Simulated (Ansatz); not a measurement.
ZnSe under load (space group F-43m), r2SCAN with spin-orbit coupling, rigid bands run with Ansatz (a program for electronic structure). Condition of this run: hydrostatic pressure -2 GPa (the target of the relaxation). Band gap 1.61 eV, N_c = 1.08e18 cm⁻³ and N_v = 2.90e19 cm⁻³ at 300 K, conductivity masses of 0.128 mₑ (electrons) and 0.713 mₑ (holes). Take k_BT = 0.02585 eV.

Problem. What built-in voltage has an abrupt junction with N_A = 1e17 and N_D = 1e17 cm⁻³, all dopants ionised?

Solution. V_bi = E_g/e − (k_BT/e) ln(N_c N_v/(N_A N_D)) = 1.61 − 0.02585 × 8.05 = 1.40 V, for the computed gap.

Problem. A film of it is 3 nm thick. Estimate the confinement energies in an infinite well.

Solution. ħ²π²/(2m t²) = 0.376 eV·nm²/(m/mₑ × t²) gives 326 meV for electrons and 58.6 meV for holes, so the gap would widen to about 2.00 eV. Finite barriers and nonparabolic bands lower this, and with several valleys or bands the heaviest mass along the normal sets the lowest level, not this average.

Problem. Find the intrinsic carrier density and the intrinsic Fermi level.

Solution. n_i = √(N_c N_v) exp(−E_g/2k_BT) = 5.60e18 × exp(−31.14) = 1.7e5 cm⁻³. The level lies (k_BT/2) ln(N_v/N_c) = 43 meV from mid-gap (positive towards the conduction band). Each 0.1 eV added to the gap lowers n_i by a factor of 6.9.

Rigid bands with the computed gap; masses take one relaxation time for all states.
